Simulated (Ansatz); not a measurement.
A constructed model of the (110) surface of bcc Nb, a layer of Co in place of the third plane (bottom of the slab: a bare face, its two planes held)

The numbers are results of PBE (plane waves to 420 eV, PAW; Ansatz, a quantum-chemistry and plane-wave program), not measurements.

Set-up: 6 atoms, 11.2 Å thick at the start; mesh 14x14x1; 0.1 eV smearing; dipole correction on; 2 atoms held, the rest relaxed; symmetry of the start imposed; spin-polarised, ending with about 0.7 μB a cell; orders that need a larger cell were not tried, no spin-orbit, no U. In PBE it is, or lies within 0.01 eV a 1x1 cell of, the lowest of the 2 structures of its composition computed so far; larger cells were not tried.

The work function of the top face is 4.57 eV and the energy released by relaxation comes out as 0.17 eV. The magnetic moment of the cell is 0.69 μB and the cost comes out as very roughly 9 core-minutes.
